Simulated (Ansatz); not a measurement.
## Point defect Cr on the Nb site in ferroelectric LiNbO3

The numbers are results of PBE, PAW (plane waves to 420 eV; Ansatz, a first-principles code), not measurements. The supercell holds 120 host sites (2×2×1 repeats of a cell of 30 atoms), with a 2×2×2 Γ-centred k-point sampling for the final energies. Site at the start: the Nb site. These values are not converged in cell size to better than tenths of an eV. The semilocal functional narrows the gap, so deep levels can fall outside it. Spin–orbit coupling is left out, and no Hubbard U is applied to the open shells. Each state is the lowest found from its start.

```tsv
charge	moment (μB)	point group	largest move off a lattice site (Å)	above the lowest spin state (eV)
+1	not spin-polarised	C3	0.21	0.00
0	1.0	C1	0.21	0.00
−1	2.0	C1	0.12	0.00
−1	not spin-polarised	C3	0.14	0.99
−2	3.0	C3	0.14	0.00
−2	3.0	C3	0.14	0.00
```

Point groups are those of the whole cell at tolerances of 0.03 and 0.1 Å ("near" where only the looser one holds); none is given for unsettled states.

Starting moments that weren't kept: charge −2 began with 1 μB and ended with 3.0.

All states together cost around 22 core-hours (rough).
